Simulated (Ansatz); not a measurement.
## Worked sum: energy of the reaction between neutral defects in SiC (4H, P6₃mc)

We look at the energy of the reaction between neutral defects in SiC (4H, P6₃mc). Reaction: cell B + Si (diamond) → cell A. The sign is products less reactants.

A: a supercell of 72 sites of SiC (4H, P6₃mc) with one empty Si site amid 4 C; Si off the lattice sites (3 C at 1.80–2.07 Å and 3 Si at 2.28–2.39 Å and 1 Sn at 2.30 Å); Sn off the lattice sites (3 C at 1.98–2.24 Å and 5 Si at 2.30–2.59 Å); the closest two of these centres are 1.2 Å apart, the farthest 2.3 Å; spin state with PBE: run without spin.

B: a supercell of 72 sites of SiC (4H, P6₃mc) with Sn on a Si site (4 C at 2.09–2.10 Å); spin state with PBE: run without spin.

Ansatz (a first-principles code) with PAW potentials; structures come from PBE relaxations, nuclei static, no net charge. Ansatz runs with its PAW set soft_1. Larger cells are relaxed from a start prepared with the learned potential CHGNet, on a coarser mesh till forces fall under 0.03 eV/Å, which some starts already meet. A dispersion term (D3(BJ), or D4 for r2SCAN) was computed beside these levels and is taken off wherever the name lacks it. Spin-orbit coupling is left out. Cell B has symmetry P3m1 and got no random move, so less symmetric positions, which may lie lower, weren't tried.

Total energies of the cells in eV, at zero smearing width. They compare only within one column; the weights balance every element.

```csv
cell,atoms,weight,PBE
A: SiC:Si_i + Sn_i + V_Si,73,+1,-37948.00120
B: SiC:Sn_Si,72,−1,-37323.32926
Si (diamond),2,−1/2,-1271.62301
```

PBE: (-37948.00120) − (-37323.32926) − 1/2 × (-1271.62301) = 11.140 eV.

What follows from the PBE value: Per mole of the reaction as written, 11.140 eV × 96.485 = 1074.8 kJ.
